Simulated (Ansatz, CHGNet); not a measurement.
For TaGe (model structure, started from the NbAs type, I4₁md, No. 109, 4 atoms in the cell), the machine-learned potential CHGNet 0.3.0 (trained on PBE and PBE+U data) gives:

| Item | Result |
|---|---|
| equilibrium lattice constant a | 3.624 Å |
| c axis length | 10.884 Å |

Problem. What does PBE (plane waves, PAW; Ansatz, a program for electronic structure) give for the same quantities?

Solution. 
- lattice constant a: 3.477 Å (shrinks by 4.1 %)
- lattice parameter c: 11.973 Å (goes up by 10 %)

Changes are worked out from the printed values.

Unless a cell is named, each level is at its own relaxed cell (CHGNet 0.3.0 17.87, PBE 18.10 Å³/atom).

Levels without +SOC leave out spin–orbit coupling, which shifts energies and cells of such heavy elements.

Ansatz's density-functional and Hartree–Fock values are scalar-relativistic unless marked +SOC, with PAW data made under PBE.

A model structure was made by putting elements into a prototype or built by hand; it is no filed structure, need not be a known phase, and can be a saddle point held by its symmetry.
